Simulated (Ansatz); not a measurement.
## Worked example: self-consistent single point of Nb3Au2 (I4/mmm, 5 atoms in the cell) in Ansatz

Level of theory: LDA (PW92), default PAW files made with PBE (plane waves; Ansatz, a first-principles code).

Input as run:

Ansatz 0.2 input:
```yaml
# Nb3Au2
crystal:
  lattice:
    - [-1.712928, 1.712928, 7.683883]
    - [1.712928, -1.712928, 7.683883]
    - [1.712928, 1.712928, -7.683883]
  atoms:
    - { symbol: Nb, position: [0.000000, 0.000000, 0.000000] }
    - { symbol: Nb, position: [0.399240, 0.399240, 0.000000] }
    - { symbol: Nb, position: [0.600760, 0.600760, 0.000000] }
    - { symbol: Au, position: [0.199770, 0.199770, 0.000000] }
    - { symbol: Au, position: [0.800230, 0.800230, 0.000000] }
basis:
  ecutwfc: 30.9 Ry
kpoints:
  mp_grid: { grid: [9, 9, 9] }
hamiltonian:
  xc: lda
  pseudopotentials: { kind: paw }
scf:
  occupations: { method: fermi_dirac, width: 0.0073 Ry }
output:
  forces: true
  eigenvalues: true
  stress: true
```

The program printed (abridged):

```
WARN ansatz: RAYON_NUM_THREADS=1 ignored (pool sized by the plan → 1); use --threads N
basis.fft_grid_basis auto: the FFT boxes are laid along the combinations [[1, 0, 1], [0, 1, 1], [0, 0, 1]] of the cell's own vectors, 3.426, 3.426 and 8.057 Å …
Pseudopotentials: kind: paw
Pseudopotential: Nb, paw, valence charge 13
Pseudopotential: Au, paw, valence charge 19
Crystal: 5 atoms, lattice volume = 90.182 Å³
Basis set: ecut = 420.4159175005146 eV, 1769 PW (Γ), FFT grids on a1+a3, a2+a3, a3
Bands: 47, of which v1, the nominal top of the filled ones, is band 39 counted from 1 (38 counted from 0)
Symmetry: 16 space group operations
Space group: I4/mmm (ITA 139), of the structure as read, at distance tolerance 4.5e-5 Å
k-points: 75 of 729
PAW frozen core: Nb, regenerated for the run's functional, and the local potential with it
PAW frozen core: Au, regenerated for the run's functional, and the local potential with it
Initial density: superposition of atomic densities (neutral atoms: chi_scale 0, normalization atom), corrected by the library's trained network
Initial wavefunctions: pseudopotential atomic-orbital guess
Eigensolver: davidson
Functional: x = slater, c = lda
SCF iter   1: F=—  HF=-39058.515471 eV  |F-HF|=—  |Δ(HF+E_count)|=         —  Δρ=7.58e-3  dr2=2.59e-2  ethr=1.77e-3  ⟨swp⟩=5.2  Hψ=10748  notcnv=0
all-band conjugate gradients solve this SCF's bands
preconditioner: auto → Kerker (q_TF=auto, 2.657 Å⁻¹)
SCF iter   2: F=—  HF=-39058.514952 eV  |F-HF|=—  |Δ(HF+E_count)|=   5.19e-4  Δρ=4.13e-3  dr2=7.27e-3  ethr=3.36e-5  ⟨swp⟩=2.0  Hψ=5192  notcnv=0
SCF iter   3: F=—  HF=-39058.513338 eV  |F-HF|=—  |Δ(HF+E_count)|=   1.61e-3  Δρ=4.10e-4  dr2=2.30e-4  ethr=9.45e-6  ⟨swp⟩=2.0  Hψ=4728  notcnv=0
SCF iter   4: F=—  HF=-39058.513304 eV  |F-HF|=—  |Δ(HF+E_count)|=   3.43e-5  Δρ=1.10e-4  dr2=2.87e-5  ethr=2.99e-7  ⟨swp⟩=2.2  Hψ=4988  notcnv=0
SCF iter   5: F=—  HF=-39058.513293 eV  |F-HF|=—  |Δ(HF+E_count)|=   1.08e-5  Δρ=2.49e-5  dr2=1.71e-6  ethr=3.73e-8  ⟨swp⟩=2.2  Hψ=4423  notcnv=0
SCF iter   6: F=—  HF=-39058.513293 eV  |F-HF|=—  |Δ(HF+E_count)|=   2.51e-7  Δρ=7.22e-6  dr2=2.28e-7  ethr=2.22e-9  ⟨swp⟩=2.1  Hψ=4942  notcnv=0
SCF iter   7: F=-39058.513293 eV  HF=-39058.513293 eV  |F-HF|=3.34e-9  |Δ(HF+E_count)|=   2.75e-8  Δρ=2.20e-6  dr2=4.94e-9  ethr=1.30e-10  ⟨swp⟩=4.2  Hψ=10917  notcnv=0
SCF 1 converged in 7 iterations: F = -39058.513293 eV  dr2 = 4.94e-9
SCF converged after 7 iterations
Free energy (F): -39058.513293 eV
Harris-Foulkes:  -39058.513293 eV  (|F-HF|=3.34e-9)
Internal energy: -39058.400305 eV  (E = F + TS)
E sigma→0 (E₀):  -39058.456799 eV
Entropy (-TS):   -0.112987 eV (-22.597 meV/atom)
Fermi energy:    18.420215 eV
--- Per-component energies (eV) ---
  E_band       = -713.554316
  E_kinetic    = 2388.305137
  E_local      = -6318.056697  (includes V_loc(G=0)·N_el)
  E_nonlocal   = 529.428766
  E_hartree    = 2468.498128
  E_xc         = -976.254713
  E_vxc        = -1187.312808  (∫ρ·V_xc dr)
  E_paw        = -27738.944104  (= ΣΔE_a)
  E_vpaw       = -1062.915402  (= ΣTr[D̂ρ^β])
  E_aug_tail   = 0.002630  (compensation charges beyond the density's cutoff)
  E_ewald      = -9413.701970
  E_core_change = 2.322518  (= ΣΔE_core)
  E_smearing   = -0.112987  (= −TS)
  E_closure    = 0.000000  (closes the sum)
  Σ components = -39058.513293   (vs F -39058.513293, Δ=0.00e0)
--- Forces (eV/Å), atoms counted from 1 ---
  atom   1  Nb    -0.00000000     0.00000000    -0.00000000
  atom   2  Nb    -0.00000000     0.00000000     0.07854278
  atom   3  Nb     0.00000000    -0.00000000    -0.07854278
  atom   4  Au     0.00000000     0.00000000    -0.08861724
  atom   5  Au     0.00000000     0.00000000     0.08861724
  max |Σ_I F_I| component: 1.39e-17 eV/Å
--- Stress (GPa, compression-positive) ---
      -11.490238       0.000000       0.000000
        0.000000     -11.490238       0.000000
        0.000000       0.000000     -12.197149
  P = ⅓ Tr σ = -11.7259 GPa (-117.259 kbar)
  The stress holds the Pulay correction. Without it, at fixed plane waves, as pw.x and ABINIT print it: P = -11.7519 GPa
--- Band table (eV; the first three rows and the last of 75) ---
  k-point 0: bands = ["-87.7813", "-87.7729", "-39.1422", "-39.0893", "-39.0762", "-39.0762", "-39.0040", "-39.0040", "-36.4584", "-36.4102", "-35.7257", "-12.6685", "-12.6047", "-12.6047", "-12.5512", "-12.4448", "-12.4448", "-11.8782", "-11.6495", [...]
  k-point 1: bands = ["-87.7807", "-87.7733", "-39.1413", "-39.1031", "-39.0788", "-39.0571", "-39.0127", "-39.0042", "-36.4499", "-36.4074", "-35.7289", "-12.7215", "-12.6352", "-12.5922", "-12.5400", "-12.4634", "-12.4529", "-11.8375", "-11.6969", [...]
  k-point 2: bands = ["-87.7794", "-87.7744", "-39.1384", "-39.1125", "-39.0854", "-39.0351", "-39.0339", "-39.0047", "-36.4315", "-36.4006", "-35.7338", "-12.7516", "-12.7126", "-12.6627", "-12.5346", "-12.5102", "-12.4414", "-11.8048", "-11.7584", [...]
  k-point 74: bands = ["-87.7810", "-87.7731", "-39.1417", "-39.0999", "-39.0740", "-39.0666", "-39.0064", "-39.0061", "-36.4526", "-36.4101", "-35.7275", "-12.7097", "-12.5890", "-12.5815", "-12.5766", "-12.4613", "-12.4434", "-11.8560", [...]
```

The run converged in 7 iterations.

The starting cell comes from a database of computed structures (which also holds hypothetical and non-ambient phases and stackings), without a prior relaxation at this level. Its lattice was rescaled by up to half a per cent. Spin-orbit coupling is off. Spin polarisation is off. With a pressure of about -12 GPa the cell is away from its equilibrium volume at this level. Ansatz's pressure includes its estimate of the finite-basis (Pulay) stress.
